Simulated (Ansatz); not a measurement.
# BaH₂ (P6₃/mmc, No. 194, 6 atoms in the cell; start mp-1182102; a measured phase of this formula has another space group)

These are PBEsol (plane waves, PAW; Ansatz, a first-principles code) values and carry that method's errors.

Numerical settings: plane-wave cutoff 520 eV, 12×12×6 k mesh (along the axes of the cell as run), Fermi–Dirac smearing 0.01 eV, scalar-relativistic PAW data made under PBE.

Cell (relaxed with PBEsol):

```xyz
6
Lattice="4.3841 0.0000 0.0000 -2.1920 3.7967 0.0000 0.0000 0.0000 5.7928" Properties=species:S:1:pos:R:3 pbc="T T T"
Ba     2.1920     1.2656     4.3446
Ba     0.0000     2.5312     1.4482
H      0.0000     2.5312     4.3446
H      2.1920     1.2656     1.4482
H      0.0000     0.0000     2.8964
H      0.0000     0.0000     0.0000
```

For BaH₂ (P6₃/mmc, No. 194, 6 atoms in the cell; start mp-1182102; a measured phase of this formula has another space group), the band gap is 1.69 eV. The smallest direct gap on the k points sampled is 2.62 eV and the Γ–Γ gap comes out as 2.82 eV.

Spin–orbit coupling is not included.

Static lattice: no zero-point or thermal effects.

Computing time: about 19 core-seconds (a rough figure).

A start named mp-… is a Materials Project structure, which need not be a measured phase.
